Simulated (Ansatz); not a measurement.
Amorphous Al$_{45}$O$_{72}$H$_{9}$, 126 atoms at 3.05 g/cm³, one PBE-relaxed geometry, zone centre. Methods: PBE, scalar-relativistic without spin-orbit coupling (Ansatz, an electronic-structure program); r2SCAN, scalar-relativistic without spin-orbit coupling (Ansatz). Plane waves to 420 eV (r2SCAN 500 eV). At PBE the levels at the filled edge of the gap are localised (band-tail or defect states), and the nearest spread-out levels lie 4.1 eV apart at the zone centre. All rungs ran without spin polarisation.

Preparation: random packing, a CHGNet melt and quench, and a DFT relaxation. O atoms were pushed apart under 1.9 Å during the dynamics, to hinder bonds among them. The hot cell started wider than the set density and was brought back towards it in steps. It is the lowest in DFT energy of 2 quenches. It is a model cell: composition and starting density were chosen by hand, and all elements were melted together. No dispersion term was used. A short ab initio anneal came between quench and relaxation. Its density started from a set value of 3.16 and ended at 3.05 g/cm³. The simulated quench (nominally 370 K/ps over its main leg) is rapid and tends to freeze in more defects than a deposited or slowly cooled glass has. Values belong to this one cell and scatter from quench to quench. The volume was free in the relaxation, at fixed shape. Stress components on the final sampling reach 1.7 GPa.

The relaxation ran on the zone centre alone. At PBE the level gap is 3.31 eV on a 2×2×2 Γ-centred mesh, and the spacing at the zone centre alone 3.31 eV.

Q: What zone-centre spacing does r2SCAN give, roughly?

A: 3.95 eV (+0.64 eV against PBE).

The highest filled and the lowest empty state spread over these numbers of atoms (participation numbers): PBE: 2.5 and 96.2; r2SCAN: 2.4 and 94.5.
